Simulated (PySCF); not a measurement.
PySCF 2.14.0, B3LYP/def2-svpd, df: C/C=N/[SiH2]O, 12 atoms. The geometry is a generated start, not checked to be a minimum at this level.

- task: energy and gradient
- method: b3lyp
- basis: def2-svpd
- two-electron scheme: density fitting
- mol.max_memory: 7000 MB
- mf.init_guess: minao (default)
- mf.DIIS: CDIIS (default)
- mf.diis_space: 8 (default)
- mf.conv_tol: 1e-09 (default)
- basis functions (reference run): 163
- grid points (reference run): 961512

```xyz
12

C      2.1278    -0.4381    -0.0487
C      0.8002     0.2560    -0.1299
N     -0.2842    -0.3927     0.1261
Si    -1.7583     0.5089     0.0013
O     -2.9112    -0.6063     0.3863
H      2.6176    -0.3778    -1.0240
H      2.0072    -1.4855     0.2383
H      2.7502     0.0761     0.6881
H      0.8342     1.3257    -0.4161
H     -1.7396     1.6163     0.9792
H     -1.9229     0.9891    -1.3862
H     -2.5212    -1.4716     0.5855
```
Charge 0, spin multiplicity 1.

Yardstick: the run with mf.grids.level = 8, which is not proven converged either. Each setting ran once; only counts and results are compared.

Measured:

```
setting                       grid points  energy against the reference  difference in forces (largest component)
----------------------------  -----------  ----------------------------  ----------------------------------------
the reference                      961512                             —                                         —
mf.grids.level = 6                 557024          under 0.001 meV/atom                                0.23 meV/Å
mf.grids.level = 5                 379384          under 0.001 meV/atom                                0.32 meV/Å
mf.grids.level = 4                 252232          under 0.001 meV/atom                                0.59 meV/Å
mf.grids.level = 3 (default)       144056              −0.0081 meV/atom                                 2.4 meV/Å
mf.grids.level = 2                  94152               +0.026 meV/atom                                 5.2 meV/Å
mf.grids.level = 1                  44376               −0.045 meV/atom                                  11 meV/Å
```

**Question.** How far does the result lie from the reference with mf.grids.level = 0?

**Answer.** grid points: 10288; energy against the reference: +170 meV/atom; difference in forces (largest component): 120 meV/Å. Total energies are compared; such shifts often cancel in part in energy differences. The gradients leave out the derivatives of the grid weights.
